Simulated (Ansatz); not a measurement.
## SiO2 under a change: biaxial strain +4.78 %, plane normal [001], relaxed out of plane

Take SiO2 in the rutile structure (space group P4_2/mnm, No. 136; a = 4.1848 Å, c = 2.6684 Å) as the base. Axes: x, y, z lie along a, b, c of the conventional cell.

Now apply this change: tensile biaxial strain of 4.78 % in the plane normal to [001], as in epitaxy on a mismatched substrate; the out-of-plane cell vector and the atoms relax.

Computed with Ansatz (a program for electronic structure) r2SCAN, no spin-orbit coupling, earlier PAW set. Settings: 8×8×12 k-points, 0.05 eV Fermi–Dirac smearing.

The volume per atom goes up by 0.58 Å³ to 8.37 Å³ and the space group is still P4_2/mnm (No. 136). The shortest interatomic distance drops by 0.0124 Å, from 1.760 Å to 1.747 Å and the pressure (mean of the normal stresses, compression positive) goes from zero to -12.06 GPa. The band gap falls by 0.67 eV to 5.86 eV and the gap character remains direct at Γ. The valence-band top at Γ (three highest levels, from the VBM) goes from 0.00, -0.88, -0.88 eV to 0.00, -0.76, -0.76 eV and the out-of-plane strain is -2.09 %. The ratio −ε⊥/ε∥ comes out as 0.44 and the mean in-plane stress (compression positive) is -18.1 GPa.

Stability against distortions was not tested.
